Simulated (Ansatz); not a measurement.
## Lattice thermal conductivity of Li in the bcc (W type) structure

Method: the linearised phonon Boltzmann equation (three-phonon plus isotope scattering); Ansatz (a first-principles code), PBEsol functional, plane-wave PAW; third-order constants from a 64-atom supercell out to 5.8 Å, harmonic mesh 8×8×8, k mesh 16×16×16, scattering mesh 21×21×21. Unless called populations, κ holds the coherence term between modes besides the Boltzmann populations. This is the lattice part alone, without phonon-electron scattering, which would lower it where carriers are present.

```json
[
 {"T (K)": "100", "κ (W/m/K)": "13", "κ, relaxation time": "8.2", "coherences (mean)": "0.049"},
 {"T (K)": "150", "κ (W/m/K)": "9.3", "κ, relaxation time": "6.3", "coherences (mean)": "0.087"},
 {"T (K)": "200", "κ (W/m/K)": "7.4", "κ, relaxation time": "5.1", "coherences (mean)": "0.12"},
 {"T (K)": "250", "κ (W/m/K)": "6.1", "κ, relaxation time": "4.3", "coherences (mean)": "0.14"},
 {"T (K)": "300", "κ (W/m/K)": "5.2", "κ, relaxation time": "3.7", "coherences (mean)": "0.16"}
]
```

```yaml
highest_phonon_frequency: 9.9 THz
```

Four-phonon, boundary and defect scattering are left out; adding them would lower the computed value.

The crystal is held in this phase throughout; melting and phase transitions are not modelled.

The PAW data sets were generated under PBE and serve the other functionals too.
